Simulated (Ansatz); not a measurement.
The starting structures come from a database of crystals and need not be the phases stable at ambient conditions.

Here is the system:

```
CELL_PARAMETERS angstrom
      7.92237     0.00000     0.00000
      3.69089     7.12950     0.00000
      3.96118     0.00000     3.97414
ATOMIC_POSITIONS crystal
  Na 0.51950 0.49320 0.92680
  Na 0.44630 0.99320 0.07320
  H  0.12560 0.77630 0.39480
  H  0.52040 0.27630 0.60520
  H  0.28290 0.68090 0.50640
  H  0.78930 0.18090 0.49360
  H  0.90900 0.00080 0.91940
  H  0.82840 0.50080 0.08060
  S  0.88340 0.74930 0.23360
  S  0.11700 0.24930 0.76640
  O  0.15630 0.65810 0.96620
  O  0.12250 0.15810 0.03380
  O  0.73370 0.63390 0.35520
  O  0.08890 0.13390 0.64480
  O  0.79080 0.92520 0.06620
  O  0.85700 0.42520 0.93380
  O  0.81700 0.82080 0.50860
  O  0.32560 0.32080 0.49140
  O  0.29870 0.73450 0.30980
  O  0.60850 0.23450 0.69020
```

Space group of this cell: Cc. The cell is taken as given; by r2SCAN its mean pressure is -3.5 GPa.

Transport runs along the normal of the first two printed cell vectors.

No gap correction and no spin-orbit coupling; mid-gap values are interpolated between computed energies.

Task: Estimate the band gap and the smallest decay constant κ at mid-gap that r2SCAN in Ansatz (an electronic-structure program) returns for this system.

Result: Gap 5.98 eV on a 8×4×8 mesh; κ = 0.529 1/Å, at the zone centre.
